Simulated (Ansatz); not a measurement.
PBE and r2SCAN on defects in hcp Ru

Formation energies from pure Ru and from bcc Cr, antiferromagnetic; bcc Fe, ferromagnetic; bcc Mo; fcc Cu; fcc Ir; tetragonal indium; ½ F2; ½ N2, every term with the same functional: PBE relaxations in Ansatz (a first-principles code), and r2SCAN in PBE's cell and at PBE's places, which aren't its own minimum, while each reference phase is relaxed with its own functional.

Columns by functional: PBE, PAW; Ansatz with r2SCAN on PBE geometries, PAW. Neutral supercells at the host's relaxed lattice constants (Ru 48 sites, 4×4×4 shifted k-points), energies extrapolated to zero smearing, cell size and k-points not converged, no vibrational terms, no spin–orbit coupling. The fixed cell raises the energies of interstitial F in Ru (neighbours pushed by over 0.15 Å), by an amount not measured here. For hcp Ru the perfect cell wasn't shown at rest on the coarser mesh used for relaxing, though symmetry fixes its atoms; the effect on the energies wasn't measured. Among the defect cells spin was allowed for Cr, Fe alone. The references for Cr, Fe are spin-polarised. The relaxations kept the symmetry of the starting sites, so a site may be a saddle.

```
defect                        E_f, PBE (eV)  E_f, r2SCAN (eV)
----------------------------  -------------  ----------------
Ir on the Ru site                     -0.27             -0.30
Mo on the Ru site                     -0.22             -0.28
Cr on the Ru site                     -0.01              0.28
Fe on the Ru site                      0.26              0.47
Cu on the Ru site                      0.89              0.96
In on the Ru site                      1.24              0.84
N interstitial (octahedral)            1.95          withheld
F interstitial (tetrahedral)           3.52              2.63
```

### Question
Fit a straight line y = a + b·x to the 7 complete rows (x: E_f, PBE (eV); y: E_f, r2SCAN (eV)) and predict the withheld row, N interstitial (octahedral).

### Answer
Means x̄ = 0.773, ȳ = 0.657; Σ(x − x̄)² = 10.728, Σ(x − x̄)(y − ȳ) = 7.860; so b = 0.7327 and a = ȳ − b·x̄ = 0.09086, with R² = 0.96 and a root-mean-square residual of 0.18. At x = 1.95 the line gives ȳ + b(x − x̄) = 1.52.

The run for N interstitial (octahedral) gave 1.59, so the line lies 0.07 too low.

Over all 8 rows r2SCAN less PBE is -0.15 eV on average (median -0.04, from -0.89 to 0.29); the rows are of unlike kinds, so the high R² of such a line mostly reflects the spread of x.
